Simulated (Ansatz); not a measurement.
Cell and atoms of amorphous Si48O94:

```xyz
142
Lattice="12.5186 0.1206 0.4786 0.1206 13.2758 0.1522 0.4786 0.1522 13.1406" Properties=species:S:1:pos:R:3 pbc="T T T"
Si     8.9542     2.7027     1.6392
Si     6.0018     9.5138    12.8540
Si     3.9113     2.7675     6.8840
Si     5.0512    12.4248    12.0920
Si     2.0463     3.2580     9.0858
Si    12.5095     7.9832     5.2914
Si     8.7127    10.6096    13.3769
Si     0.9186     6.0243     8.7159
Si     7.4104     4.8617     3.1572
Si     6.9946     2.7145     7.5952
Si    12.6001    12.3506     1.4278
Si     7.4300    13.1730     6.9899
Si    10.1758     3.6592    12.6872
Si     5.3346     5.4950     2.1834
Si     4.5628     5.7066    12.4099
Si     9.8726     6.6070    12.4033
Si     9.9434    12.9289     8.7651
Si     3.7314    10.5726     3.7641
Si     6.3428    11.8153     4.2341
Si    10.2860     9.9651     8.9597
Si    11.8679     0.2568     6.4972
Si     0.8291     4.0275     2.3919
Si     7.2429     5.7234    10.8817
Si     7.4063     7.1072     5.2290
Si     1.3399    10.2224    11.8582
Si     5.8753    12.0249     9.4021
Si    11.1424     5.7016     6.9407
Si     2.0401     1.3713     1.0134
Si    10.0785     8.3584     1.4535
Si     6.8035     2.5910    10.7307
Si     2.2053     4.0076     4.9274
Si     7.7825     9.9547    10.6135
Si     2.2884     6.7919     6.2892
Si     3.0003    12.0351    10.0889
Si     1.8417     0.7842     7.6928
Si     9.5195    13.1028     1.0544
Si     3.7752     2.8269    11.5634
Si    12.0324     3.1060     5.3705
Si     2.7044     8.0005     0.2962
Si     0.5822     7.1403     1.7324
Si    12.0138     8.3195    10.8156
Si     8.6624     9.6619     4.0978
Si    10.8617    10.5589     5.9228
Si     1.1934    12.1889     3.7168
Si     4.5204    12.7938     1.9796
Si     4.4540     7.5624     4.2366
Si     9.3510     1.2996    11.2951
Si     8.0718     5.6821     7.8053
O     10.0773     9.7009    13.5528
O      3.3770     6.8247    12.4964
O     10.2974     9.9428     7.3271
O      1.2239     4.5995     9.4476
O      9.6695     5.9297     7.6014
O      3.9154    11.2843     2.2770
O      3.3734     1.9792    12.8659
O     10.4652     2.9797     0.9470
O      5.4953     2.8559     7.0345
O      8.3591     6.4305    11.8355
O      7.7725     1.5948    11.5726
O      1.2346     7.9523     5.8617
O      6.0177    12.8593    10.8259
O      2.2676    11.0419     4.3005
O     11.5107     1.5494     5.5216
O      7.2587     6.6702     6.7888
O      3.7949     4.4191    11.8177
O      3.2470     3.6947     8.0572
O     11.0129    12.7231     1.5833
O      0.8754     0.2995     0.6146
O     10.2322     2.7021    11.3619
O      1.2706     2.7256     1.5110
O      2.1569     4.2842     3.3303
O      9.6511    10.7186     4.8501
O     11.5756     9.1245     9.4715
O      3.2803     1.2552     7.0290
O      5.8284    12.8668     3.0197
O      6.2116    12.8849     8.0560
O      6.9096    10.7835     9.5173
O      5.7600     6.1910    11.4042
O      4.3169     6.4935     2.9969
O      2.2142    13.0231     9.0735
O      2.2321     6.6214     7.9120
O      8.4885     3.6386     2.9061
O      8.6803     3.4892    13.4364
O      6.9325     5.9679     1.9815
O      2.6735     2.5483    10.4056
O      2.4962     9.4084    12.6663
O      3.6281     3.4212     5.4133
O     10.4599    11.5255     9.4106
O      1.9788    10.8357    10.4870
O      9.4199     6.9880     0.8161
O     11.7010     8.0097     1.6247
O     12.1970     5.9122     8.1644
O      8.4857    11.8278     1.1084
O      1.7809     5.3869     5.6574
O     12.6757     9.3208    11.9059
O      8.3661     8.4185     5.1234
O      0.5109     5.4541     1.6055
O      3.1664     0.6358     2.0298
O      0.5995    11.4735     2.3133
O      4.9442    12.9509     0.3953
O      0.7350    11.4033    12.8003
O      8.9518     9.2994     9.6625
O      7.6382     1.4990     6.7140
O      5.2601     2.3430    11.1353
O     10.9775     0.4742     7.8386
O     11.5841    12.0384     6.0518
O      0.9021     0.1159     6.5416
O     11.4316     6.8433     5.7891
O     12.0676     3.6815     3.8198
O      9.9751     0.3656    12.4631
O      6.0186     7.6619     4.6062
O      8.7991     1.0767     1.8271
O      9.4092     8.8863     2.8548
O      7.9340     5.7533     4.4298
O      7.5536     6.0686     9.3102
O      4.9490    11.0979     4.7350
O      7.0432    12.5887     5.5060
O      8.5149    10.8980    11.7632
O      7.3615    10.6122     3.7164
O      6.7749     8.9510    11.4717
O      4.6479     5.1482     0.7603
O      4.3312    11.4884     9.2977
O      3.5267    12.7100    11.5151
O      1.0758     2.9173     5.3732
O      3.7389     7.1291     5.6413
O      9.4107     0.6186     9.8371
O      0.5840     7.4802     3.3388
O     11.8895     9.4840     5.2620
O      0.5655     7.0603     9.9090
O      7.2918     4.1089    11.0328
O      8.7730    12.5315     7.6759
O      6.9813     2.2767     9.1509
O      1.1291     2.1186     8.3455
O      3.8218     8.9515     3.6684
O     11.2091     4.1892     6.2903
O     10.6204     5.1556    12.2917
O      5.8386     4.2649     3.2156
O      5.1979    10.8272    12.3340
O      7.7893     4.1163     7.4296
O      4.3653     8.4385     0.4593
O      6.8007     9.7484     0.7134
O     10.6985     7.6383    11.4724
```

Method: PBE, scalar-relativistic without spin-orbit coupling (plane waves to 420 eV, PAW; Ansatz, a quantum-chemistry and plane-wave program). The usual formal charges leave 4 electrons over, so the level spacing at the Fermi energy parts defect or band states and needn't be the band gap.

A CHGNet melt-quench gave the starting glass, which DFT then relaxed. O atoms were pushed apart under 1.9 Å during the dynamics, to hinder bonds among them. The hot cell started wider than the set density and was brought back towards it in steps. It is the lowest in DFT energy of 4 quenches. It is a model cell: composition and starting density were chosen by hand, and all elements were melted together. No dispersion term was used. Its density started from a set value of 2.17 and ended at 2.17 g/cm³. Cooling (nominally 170 K/ps over its main leg) ran many orders faster than in experiment, which tends to leave more defects and strain. A cell of this size samples the disorder only roughly. The volume was held where the preparation left it and the shape relaxed, at a PBE pressure of -1.1 GPa (tension). Stress components on the final sampling reach 1.1 GPa.

Cut-offs for bonds: Si-Si 2.60 Å, Si-O 1.90 Å, O-O 1.58 Å. Two cations that share two anions don't count as bonded, nor two that share one unless they lie closer than Si-Si 2.38 Å.

Q: Give the coordination numbers, mean bond lengths and angles.

A: 
| Quantity | Value |
|---|---|
| Mean coordination of Si by anions | 3.92 (1 with 2, 2 with 3, 45 with 4) |
| Mean coordination of O | 2.00 (94 with 2) |
| Mean Si-O bond | 1.640 Å (spread 0.020 Å, 188 counted) |
| Bond angle at Si | mean 109.4°, spread 4.7° |
| Bond angle at O | mean 139.1°, spread 16.4° |

Q: Which atoms depart from the most common coordination of their element?

A: Si39 has 3 (O86 1.63 Å, O50 1.64 Å, O140 1.73 Å; Si40 at 2.70 Å just beyond); Si40 has 3 (O127 1.64 Å, O91 1.69 Å, O97 1.69 Å; Si39 at 2.70 Å just beyond); Si44 has 2 (O62 1.68 Å, O99 1.68 Å).

Q: List the pairs of like atoms that count as bonded by the rules above.

A: There are none by these rules.
